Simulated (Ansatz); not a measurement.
**ZnGeP2: stress against strain**

ZnGeP2 (chalcopyrite, I-42d, 19.694 Å³/atom and stress up to 0.01 GPa in the relaxed cell, c along z) under a strain ε along c (axis z), the other axes held. PBEsol in Ansatz, a plane-wave DFT program (PAW, default set), 420 eV, 9×9×9 Γ-centred mesh, Fermi-Dirac smearing 0.05 eV; ions are relaxed, or left where forces stay under 0.02 eV/Å, within the symmetry of each cell. Stress is positive for a compressed cell.

Here s stands for strain and y for stress zz.

| strain (%) | stress zz (GPa) |
|---|---|
| -3.00 | ? |
| -1.50 | 1.98 |
| -0.75 | 0.98 |
| 0.00 | 0.00 |
| 0.75 | -0.97 |
| 1.50 | -1.92 |

The 5 complete rows are fitted with a straight line, y against s. Means: s 0, y 0.014. About the means, the sum of products is -7.3125 and the sum of squares of s is 5.6250; the slope is their ratio. Least squares gives y = 0.014 - 1.3000·s. Residuals (row less fit): 0.016, -0.009, -0.014, -0.009, 0.016; standard error 0.017 (degrees of freedom: 3). The slope gives the elastic constant C33 = 130.0 ± 0.7 GPa (± standard error of the fit, which holds the terms cut off).

**Question.** What does the fit predict for y at s = -3.00, and how far is the calculated value from it?

**Answer.** y = 0.014 - 1.3000 × (-3.00) = 3.914 GPa. The calculation gives 4.04 GPa, 0.126 GPa above the prediction (2.1 % of the range of y in the table). The row lies outside the fitted rows, so this is an extrapolation. From the scatter of the fitted rows alone, a prediction at this place has a standard error of 0.028 GPa, so the miss is 4.5 times that.

A polynomial of degree 2 through the 8 other runs of the series gives 4.04 there, so most of the miss is curvature that the fit leaves out. Rows are the converged runs of the series near zero and its far end; series whose fitted rows scatter by over a few per cent of the range, as at a crossing or softening among them, aren't shown in this form, nor equations of state whose B0' disagrees with the runs' pressures. Most that stay on the fit to the last digits aren't either.
